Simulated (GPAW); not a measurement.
Worked example: self-consistent single point of TiB2 (P1, 3 atoms in the cell) in GPAW.

Level of theory: LDA (Perdew-Wang 92), GPAW PAW datasets LDA (gpaw-data 1.0.1) (plane waves; GPAW).

```yaml
crystal:
  lattice:
    - [1.51500, -2.62406, 0.00000]
    - [1.51500, 2.62406, 0.00000]
    - [0.00000, 0.00000, 3.23000]
  atoms:
    - { symbol: Ti, position: [0.99067, 0.99826, 0.00354] }
    - { symbol: B, position: [0.33601, 0.65392, 0.47902] }
    - { symbol: B, position: [0.67331, 0.34782, 0.51745] }
```

Reference input (self-consistent single point, DFT PBE, plane waves, GPAW PAW datasets PBE (gpaw-data 1.0.1)): mode = pw; ecut = 900 eV; xc = PBE; kpts = 8 8 7; mesh shift (steps) = 0 0 0; occupations.name = methfessel-paxton; occupations.width = 0.2 eV; occupations.order = 0; nbands = -9; convergence.forces = 0.001 eV/Å; symmetry.symmorphic = false; symmetry.tolerance = 0.0005. This run's input differs from it in these lines:

```diff
@@ -14,3 +14,3 @@
 calc = GPAW(mode=PW(900),
-            xc='PBE',
+            xc='LDA',
             kpts={'size': (8, 8, 7), 'gamma': True},
```

Its files differ too (potentials: GPAW PAW datasets LDA (gpaw-data 1.0.1)).

The program printed (abridged):

```
     iter     time        total  log10-change:
                         energy   eigst   dens  force
iter:   1 --:--:--   -27.564777
iter:   2 --:--:--   -27.002951   -1.30  -1.02
iter:   3 --:--:--   -25.790910   -0.94  -1.08
iter:   4 --:--:--   -25.734341   -2.45  -1.69
iter:   5 --:--:--   -25.737344   -2.28  -1.62
iter:   6 --:--:--   -25.745531   -2.86  -2.31
iter:   7 --:--:--   -25.742164c  -4.20  -2.29
iter:   8 --:--:--   -25.738758c  -3.51  -2.45
iter:   9 --:--:--   -25.738751c  -5.21  -3.20
iter:  10 --:--:--   -25.738727c  -5.58  -3.39
iter:  11 --:--:--   -25.738727c  -6.99  -3.92
iter:  12 --:--:--   -25.738727c  -7.30  -3.94
iter:  13 --:--:--   -25.738727c  -7.90c -3.99
iter:  14 --:--:--   -25.738726c  -7.89c -4.05c
iter:  15 --:--:--   -25.738726c  -6.74  -4.10c
iter:  16 --:--:--   -25.738726c  -7.22  -4.29c
iter:  17 --:--:--   -25.738726c  -8.47c -4.64c -2.13
iter:  18 --:--:--   -25.738726c  -9.67c -4.82c -3.52c
Converged after 18 iterations.

Dipole moment: (0.267542, -0.319582, -0.199377) |e|*Ang

Energy contributions relative to reference atoms: (reference = -24499.177627)

Kinetic:        +20.249784
Potential:      -18.215192
External:        +0.000000
XC:             -27.783632
Entropy (-ST):   -0.005154
Local:           +0.012891
SIC:             +0.000000
--------------------------
Free energy:    -25.741303
Extrapolated:   -25.738726

Showing only first 2 kpts
 Kpt  Band  Eigenvalues  Occupancy
  0     7      8.89434    2.00000
  0     8      9.08186    2.00000
  0     9     12.98882    0.00000
  0    10     13.07474    0.00000

  1     7      9.09873    2.00000
  1     8     10.53989    2.00000
  1     9     12.31302    0.00000
  1    10     12.56884    0.00000

Fermi level: 11.19622

No gap
No difference between direct/indirect transitions
Energy (eV): -25.738726

Forces in eV/Ang:
  0 Ti    0.34377   -0.38667   -0.23179
  1 B     0.41392    1.14608    0.87172
  2 B    -0.75770   -0.75955   -0.63972

Stress tensor:
     0.063296     0.002578    -0.000392
     0.002578     0.048581    -0.001469
    -0.000392    -0.001469     0.072457
Stress (GPa, Voigt): [10.1411  7.7835 11.6089 -0.2353 -0.0628  0.413 ]
```

The run converged in 18 iterations. GPAW prints stress with tension positive. Against the reference run the largest force goes from 1.539 to 1.498 eV/Å.

At such cutoffs GPAW's stress carries a finite-basis (Pulay) error, which enters relaxed cells too; its log prints stress with tension positive.

The starting cell has typed, rounded lattice constants, without a prior relaxation at this level. Its atoms were displaced at random from the sites of space group no. 191. Spin polarisation is off. Forces in this geometry exceed 1 eV/Å.

Cost on one core of a shared machine: roughly 2 min.
